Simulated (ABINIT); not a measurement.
ABINIT run on Li3Mg (P6_3/mmc, 8 atoms in the cell): self-consistent single point.

Method of the run: PBEsol, norm-conserving pseudopotentials (PseudoDojo nc-sr-04 PBEsol standard) (plane waves; ABINIT).

```
CELL_PARAMETERS angstrom
      6.09096     0.00000     0.00000
     -3.04548     5.27493     0.00000
      0.00000     0.00000     5.01154
ATOMIC_POSITIONS crystal
  Li 0.33354 0.16677 0.25000
  Li 0.66646 0.83323 0.75000
  Li 0.16677 0.33354 0.75000
  Li 0.83323 0.66646 0.25000
  Li 0.83323 0.16677 0.25000
  Li 0.16677 0.83323 0.75000
  Mg 0.33333 0.66667 0.25000
  Mg 0.66667 0.33333 0.75000
```

Reference input (self-consistent single point, DFT, LDA (PW92), plane waves, norm-conserving pseudopotentials (PseudoDojo nc-sr-04 LDA standard)): pseudos = [Li.upf, Mg.upf]; ecut = 84 Ry; occopt = 3; tsmear = 0.05 eV; ngkpt = 4 4 5; nshiftk = 1; shiftk = 0 0 0; potentials = PseudoDojo nc-sr-04 LDA standard; nband = 25; kptopt = 1; nstep = 60; toldfe = 1e-09 Ha. This run's input differs from it in these lines:

```diff
@@ -1,2 +1,2 @@
-# Li3Mg, PseudoDojo nc-sr-04 LDA standard
+# Li3Mg, PseudoDojo nc-sr-04 PBEsol standard
 pp_dirpath "./"
```

Its files differ too (potentials: PseudoDojo nc-sr-04 LDA standard → PseudoDojo nc-sr-04 PBEsol standard).

Log, with long lists cut:

```
--- !BeginCycle
solver: {iscf: 7, nstep: 60, nline: 4, wfoptalg: 0, }
tolerances: {toldfe: 1.00E-09, }
...

     iter   Etot(hartree)      deltaE(h)  residm     vres2
 ETOT  1  -161.36686396053    -1.614E+02 3.318E-01 1.891E+02
 ETOT  2  -161.54901705852    -1.822E-01 1.237E-03 7.124E+00
 ETOT  3  -161.54940343683    -3.864E-04 9.055E-05 3.437E-01
 ETOT  4  -161.54942093770    -1.750E-05 1.366E-04 1.190E-02
 ETOT  5  -161.54942231333    -1.376E-06 3.577E-05 7.110E-04
 ETOT  6  -161.54942239815    -8.482E-08 4.343E-05 1.370E-05
 ETOT  7  -161.54942240014    -1.996E-09 1.203E-05 9.620E-08
 ETOT  8  -161.54942240014     5.883E-12 1.314E-05 2.231E-09
 ETOT  9  -161.54942240015    -1.359E-11 4.348E-06 1.866E-11
 At SCF step    9, etot is converged :
  for the second time, diff in etot=  1.359E-11 < toldfe=  1.000E-09

 Cartesian components of stress tensor (hartree/bohr^3)
  sigma(1 1)=  4.12639185E-06  sigma(3 2)=  0.00000000E+00
  sigma(2 2)=  4.12639185E-06  sigma(3 1)=  0.00000000E+00
  sigma(3 3)=  3.26767948E-06  sigma(2 1)= -8.24618538E-15

 ----iterations are completed or convergence reached----

 reduced coordinates (array xred) for    8 atoms
       0.333539999997      0.166770000001      0.250000000005
       0.666459999994      0.833229999999      0.750000000005
       0.166769999996      0.333540000001      0.750000000005
       0.833229999995      0.666459999999      0.250000000005
       0.833229999995      0.166770000001      0.250000000005
       0.166769999996      0.833229999999      0.750000000005
   [... lines left out ...]
 Fermi (or HOMO) energy (hartree) =   0.04949   Average Vxc (hartree)=  -0.27880
   [... lines left out ...]
total_energy        : -1.61549422400152E+02
total_energy_eV     : -4.39598334529182E+03
band_energy         : -4.87578199005472E+01
...

-Cartesian components of stress tensor (GPa)         [Pressure= -1.1298E-01 GPa]
- sigma(1 1)=  1.21402619E-01  sigma(3 2)=  0.00000000E+00
- sigma(2 2)=  1.21402619E-01  sigma(3 1)=  0.00000000E+00
- sigma(3 3)=  9.61384332E-02  sigma(2 1)= -2.42611109E-10

 Calculation completed.
```

The run converged in 9 iterations. Against the reference run the pressure goes from -1.16 to -0.11 GPa and the largest force goes from 0.001 to 0.013 eV/Å.

The starting cell comes from a database of computed structures (which also holds hypothetical and non-ambient phases and stackings), without a prior relaxation at this level.

Cost on one core of a shared machine: roughly 80 s.
